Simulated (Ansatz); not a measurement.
# A self-consistent single point of CdPd (P4mm, 2 atoms in the cell) with Ansatz

Computed with LDA (PW92), default PAW files made with PBE (plane waves; Ansatz, a program for electronic structure).

This input was run:

Ansatz 0.2 input:
```yaml
crystal:
  lattice:
    - [3.028148, 0.000000, 0.000000]
    - [0.000000, 3.028148, 0.000000]
    - [0.000000, 0.000000, 3.682410]
  atoms:
    - { symbol: Cd, position: [0.000000, 0.000000, 0.013578] }
    - { symbol: Pd, position: [0.500000, 0.500000, 0.500000] }
basis:
  ecutwfc: 30.9 Ry
kpoints:
  mp_grid: { grid: [11, 11, 9] }
hamiltonian:
  xc: lda
  pseudopotentials: { kind: paw }
scf:
  occupations: { method: fermi_dirac, width: 0.0073 Ry }
output:
  forces: true
  eigenvalues: true
  stress: true
```

The program printed (abridged):

```
WARN ansatz: RAYON_NUM_THREADS=1 ignored (pool sized by the plan → 1); use --threads N
Pseudopotentials: kind: paw
Pseudopotential: Cd, paw, valence charge 20
Pseudopotential: Pd, paw, valence charge 18
Crystal: 2 atoms, lattice volume = 33.767 Å³
Basis set: ecut = 420.4159175005146 eV, 629 PW (Γ)
Bands: 23, of which v1, the nominal top of the filled ones, is band 19 counted from 1 (18 counted from 0)
Symmetry: 8 space group operations
Space group: P4mm (ITA 99), of the structure as read, at distance tolerance 3.2e-5 Å
k-points: 105 of 1089 (time reversal used)
PAW frozen core: Cd, regenerated for the run's functional, and the local potential with it
PAW frozen core: Pd, regenerated for the run's functional, and the local potential with it
Initial density: superposition of atomic densities (neutral atoms: chi_scale 0, normalization atom), corrected by the library's trained network
Initial wavefunctions: pseudopotential atomic-orbital guess
Eigensolver: davidson
Functional: x = slater, c = lda
SCF iter   1: F=—  HF=-14963.335001 eV  |F-HF|=—  |Δ(HF+E_count)|=         —  Δρ=1.60e-2  dr2=8.98e-2  ethr=1.77e-3  ⟨swp⟩=5.4  Hψ=9807  notcnv=0
all-band conjugate gradients solve this SCF's bands
preconditioner: auto → Kerker (q_TF=auto, 2.783 Å⁻¹)
SCF iter   2: F=—  HF=-14963.315324 eV  |F-HF|=—  |Δ(HF+E_count)|=   1.97e-2  Δρ=4.24e-3  dr2=3.53e-3  ethr=2.36e-4  ⟨swp⟩=2.5  Hψ=4260  notcnv=0  defer=1
SCF iter   3: F=—  HF=-14963.314314 eV  |F-HF|=—  |Δ(HF+E_count)|=   1.01e-3  Δρ=1.80e-3  dr2=7.16e-4  ethr=9.28e-6  ⟨swp⟩=2.0  Hψ=2952  notcnv=0  defer=1
SCF iter   4: F=—  HF=-14963.314110 eV  |F-HF|=—  |Δ(HF+E_count)|=   2.04e-4  Δρ=4.18e-4  dr2=7.41e-5  ethr=1.88e-6  ⟨swp⟩=2.1  Hψ=3876  notcnv=0  defer=1
SCF iter   5: F=—  HF=-14963.314084 eV  |F-HF|=—  |Δ(HF+E_count)|=   2.52e-5  Δρ=1.33e-4  dr2=1.29e-5  ethr=1.95e-7  ⟨swp⟩=2.4  Hψ=4056  notcnv=0  defer=1
SCF iter   6: F=—  HF=-14963.314079 eV  |F-HF|=—  |Δ(HF+E_count)|=   4.93e-6  Δρ=4.44e-5  dr2=8.15e-7  ethr=3.40e-8  ⟨swp⟩=2.2  Hψ=3194  notcnv=0  defer=1
SCF iter   7: F=-14963.314079 eV  HF=-14963.314079 eV  |F-HF|=1.67e-8  |Δ(HF+E_count)|=   2.27e-7  Δρ=7.13e-6  dr2=2.49e-8  ethr=2.63e-10  ⟨swp⟩=5.1  Hψ=9699  notcnv=0
SCF 1 converged in 7 iterations: F = -14963.314079 eV  dr2 = 2.49e-8
SCF converged after 7 iterations
Free energy (F): -14963.314079 eV
Harris-Foulkes:  -14963.314079 eV  (|F-HF|=1.67e-8)
Internal energy: -14963.299337 eV  (E = F + TS)
E sigma→0 (E₀):  -14963.306708 eV
Entropy (-TS):   -0.014742 eV (-7.371 meV/atom)
Fermi energy:    17.715648 eV
--- Per-component energies (eV) ---
  E_band       = -498.909902
  E_kinetic    = 1020.175220
  E_local      = -4473.830303  (includes V_loc(G=0)·N_el)
  E_nonlocal   = 263.282153
  E_hartree    = 1998.860945
  E_xc         = -344.122545
  E_vxc        = -433.942963  (∫ρ·V_xc dr)
  E_paw        = -7569.660144  (= ΣΔE_a)
  E_vpaw       = -872.311662  (= ΣTr[D̂ρ^β])
  E_aug_tail   = 0.000210  (compensation charges beyond the density's cutoff)
  E_ewald      = -5859.452175
  E_core_change = 1.447303  (= ΣΔE_core)
  E_smearing   = -0.014742  (= −TS)
  E_closure    = -0.000000  (closes the sum)
  Σ components = -14963.314079   (vs F -14963.314079, Δ=0.00e0)
--- Forces (eV/Å), atoms counted from 1 ---
  atom   1  Cd    -0.00000000     0.00000000    -0.27701045
  atom   2  Pd     0.00000000     0.00000000     0.27701516
  max |Σ_I F_I| component: 4.71e-6 eV/Å
--- Stress (GPa, compression-positive) ---
       -7.691561       0.000000       0.000000
        0.000000      -7.691561       0.000000
        0.000000       0.000000      -7.674871
  P = ⅓ Tr σ = -7.6860 GPa (-76.860 kbar)
  The stress holds the Pulay correction. Without it, at fixed plane waves, as pw.x and ABINIT print it: P = -7.7165 GPa
--- Band table (eV; the first three rows and the last of 105) ---
  k-point 0: bands = ["-84.5194", "-66.3276", "-45.6523", "-45.6523", "-45.6253", "-32.1597", "-32.0781", "-32.0781", "8.4144", "8.5838", "9.1693", "9.4562", "9.4562", "9.7095", "14.2322", "14.6255", "16.0342", "16.0342", "16.3307", "20.5749", [...]
  k-point 1: bands = ["-84.5194", "-66.3276", "-45.6523", "-45.6523", "-45.6254", "-32.1607", "-32.0781", "-32.0781", "8.4287", "8.6175", "9.3400", "9.4606", "9.4606", "9.7144", "14.2038", "14.5840", "15.9516", "15.9516", "16.3194", "19.6816", [...]
  k-point 2: bands = ["-84.5194", "-66.3275", "-45.6523", "-45.6523", "-45.6259", "-32.1631", "-32.0781", "-32.0781", "8.4655", "8.7035", "9.4721", "9.4721", "9.7267", "9.8456", "14.1314", "14.4154", "15.7525", "15.7525", "16.2909", "18.0415", [...]
  k-point 104: bands = ["-84.5162", "-66.3179", "-45.6790", "-45.6789", "-45.6222", "-32.1536", "-32.1471", "-32.1471", "8.6551", "8.9358", "8.9475", "9.7934", "10.1049", "13.5100", "13.7138", "13.8194", "16.0769", "16.8398", "21.0710", "22.0815", [...]
```

The run converged in 7 iterations.

The starting cell comes from a database of computed structures (which also holds hypothetical and non-ambient phases and stackings), without a prior relaxation at this level. Its lattice was rescaled by up to half a per cent. One atom was moved a little off its site on purpose. Spin polarisation is off. With a pressure of about -8 GPa the cell is away from its equilibrium volume at this level. Ansatz's pressure includes its estimate of the finite-basis (Pulay) stress.
